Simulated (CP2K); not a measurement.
CP2K is run on Y₂Pt (Pnma, 12 atoms in the cell), and the run fails. The aim is a self-consistent single point with DFT PBEsol, GPW, DZVP-MOLOPT-SR-GTH basis, GTH-PBE potentials (GTH_POTENTIALS).

Cell that was meant: a = 7.1451 Å, b = 4.7727 Å, c = 8.7908 Å, α = 90.00°, β = 90.00°, γ = 90.00°.

Part of the input:

```
        ALPHA 0.2
        NBUFFER 8
      &END MIXING
    &END SCF
    &KPOINTS
      SCHEME MONKHORST-PACK 4 5 3
      GAMMA_CENTERED T
```

Log, with long lists cut:

```
 SCF WAVEFUNCTION OPTIMIZATION

  Step     Update method      Time    Convergence         Total energy    Change
     1 NoMix/Diag. 0.20E+00      -     1.55335140      -790.2012060143 -7.90E+02
     2 Broy./Diag. 0.20E+00      -     0.10266131      -796.4688652668 -6.27E+00
     3 Broy./Diag. 0.20E+00      -     0.02653168      -789.9055826927  6.56E+00
     4 Broy./Diag. 0.20E+00      -     0.05438834      -787.3178734264  2.59E+00
     5 Broy./Diag. 0.20E+00      -     0.00709388      -786.2050602595  1.11E+00
     6 Broy./Diag. 0.20E+00      -     0.00447245      -786.5270498045 -3.22E-01
   [... 90 lines left out ...]
    97 Broy./Diag. 0.20E+00      -     0.00005540      -786.6403294839 -1.03E-02
    98 Broy./Diag. 0.20E+00      -     0.00346263      -786.6435870372 -3.26E-03
    99 Broy./Diag. 0.20E+00      -     0.00037280      -786.7067500541 -6.32E-02
   100 Broy./Diag. 0.20E+00      -     0.00356028      -786.6809695194  2.58E-02
  Leaving inner SCF loop after reaching   100 steps.

  Overlap energy of the core charge distribution:               0.00000000000273
  Self energy of the core charge distribution:              -1306.06919172444827
  Core Hamiltonian energy:                                    287.54388327109990
   [... lines left out ...]
  Total energy:                                              -786.68096951940311
   [... lines left out ...]
 * [ABORT]                                                                     *
 *  \___/     SCF run NOT converged. To continue the calculation regardless,   *
 *    |             please set the keyword IGNORE_CONVERGENCE_FAILURE.         *
 *  O/|                                                                        *
 * /| |                                                                        *
 * / \                                                            qs_scf.F:702 *
 *******************************************************************************

 ===== Routine Calling Stack =====

            4 scf_env_do_scf
            3 qs_energies
            2 qs_forces
            1 CP2K
Abort(1) on node 0 (rank 0 in comm 0): application called MPI_Abort(MPI_COMM_WORLD, 1) - process 0
```

### Question
Diagnose the run.

### Answer
The fault is no smearing in a metal on a k-point mesh. A sharp Fermi level over a finite mesh makes levels switch between full and empty from one iteration to the next. To fix it, switch a smearing on, with added empty orbitals. The run ended unconverged after 100 iterations.

The sound input it was made from differs as follows (other fixes are possible):
```diff
+      &SMEAR ON
+        METHOD FERMI_DIRAC
+        ELECTRONIC_TEMPERATURE [K] 1160.45
+      &END SMEAR
```

With that input, the run converged in 15 iterations: free energy E − TS -21406.2026 eV; Fermi level (on the code's own zero) 10.02 eV; pressure -1.78 GPa; largest force (vector length) 0.039 eV/Å (DFT PBEsol, GPW, DZVP-MOLOPT-SR-GTH basis, GTH-PBE potentials (GTH_POTENTIALS)).

On the sound input: the starting cell comes from a database of computed structures (which also holds hypothetical and non-ambient phases and stackings), without a prior relaxation at this level. Its lattice was rescaled by a random factor within 2.5 % of one. Spin polarisation is off. Values carry the incompleteness of an atom-centred basis. The potentials were made for another functional than the one used.
